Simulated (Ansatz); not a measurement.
Calculation: PBE (plane waves to 420 eV, PAW; Ansatz, an electronic-structure program).

Plane-averaged electrostatic potential energy along the normal, in eV from the Fermi level, for Au on the 1x1 (0001) surface of hcp Co, ferromagnetic, one in a 2x2 cell, started at the site 'hollow Co-Co-Co':

```tsv
z (Å)	V (eV)
5.38	4.96
5.67	4.96
5.95	4.96
6.23	4.96
6.52	4.95
6.80	4.94
7.08	4.91
7.37	4.85
7.65	4.73
7.93	4.49
8.22	4.00
8.50	2.98
8.78	0.87
9.07	-4.86
9.35	-13.72
9.63	-19.74
9.92	-19.45
10.20	-13.07
10.48	-4.76
10.77	-1.56
11.05	-6.25
11.33	-14.77
11.62	-20.18
11.90	-19.15
12.18	-12.21
12.47	-3.81
12.75	-0.57
13.03	-3.91
13.32	-12.34
13.60	-19.21
13.88	-20.12
14.17	-14.61
14.45	-6.07
14.73	-1.46
15.02	-4.64
15.30	-12.97
15.58	-19.45
15.87	-19.88
16.15	-14.02
16.43	-5.22
16.72	0.29
17.00	1.23
17.28	-0.22
17.57	-1.74
17.85	-2.30
18.13	-1.82
18.42	-0.13
18.70	2.20
18.98	3.50
19.27	3.98
19.55	4.19
19.83	4.29
20.12	4.33
20.40	4.35
20.68	4.36
20.97	4.37
21.25	4.37
21.53	4.37
21.82	4.37
22.10	4.37
```

Model: 17-atom slab, 6.0 Å thick at the start under the adsorbate (thin: gaps and levels are the slab's own), 7x7x1 mesh, Fermi-Dirac 0.1 eV, dipole correction, 8 atoms held, the rest relaxed; start symmetry kept, larger cells not searched; spin-polarised, no spin-orbit, no U, no dispersion correction. At the end it is bonded to 3 Co. In PBE it is, or lies within 0.03 eV of, the lowest of the starts that converged.

**Question.** The surface cell has an area of 21.53 Å². What dipole along the normal does the step between the two vacuum levels imply?

**Answer.** the top vacuum level lies 0.59 eV below the bottom one; p = −ε₀ A ΔV (ε₀ = 0.005526 e/(V·Å)) gives 0.07 e·Å a cell.
